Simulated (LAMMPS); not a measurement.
Size effects in liquid NiAl (CsCl type) at 2090 K and zero pressure.

All values are model results, not measurements: classical MD, pair style eam/alloy, file NiAlH_jea.eam.alloy; code LAMMPS.

```
atoms                  volume  first peak of g(r), Al-Ni                        D(Al)                        D(Ni)  rough cost (core-seconds per simulated ps)
-----  ----------------------  -------------------------  ---------------------------  ---------------------------  ------------------------------------------
54       14.99 ± 0.01 Å³/atom         2.49 Å, height 3.1                            -    (1.0 ± 0.2) × 10^-4 cm²/s                                        0.07
250    15.069 ± 0.002 Å³/atom         2.47 Å, height 2.8  (1.10 ± 0.05) × 10^-4 cm²/s    (9.4 ± 0.6) × 10^-5 cm²/s                                        0.22
4394   15.085 ± 0.003 Å³/atom         2.48 Å, height 2.8  (1.14 ± 0.01) × 10^-4 cm²/s  (1.13 ± 0.02) × 10^-4 cm²/s                                         2.5
16000  15.084 ± 0.003 Å³/atom         2.48 Å, height 2.8  (1.21 ± 0.01) × 10^-4 cm²/s  (1.16 ± 0.01) × 10^-4 cm²/s                                          13
```

Periodic images slow diffusion in small cells, by a term that falls as 1/L. Costs are rough.

Caution: a run this short can hold a crystal over, or a liquid under, the potential's own melting point, which these runs don't give.

Errors of D are the spread over four groups of atoms in one short run; a floor of about 5 %, a picked value, is safer.

Uncertainties are statistical and leave out the potential's own error.
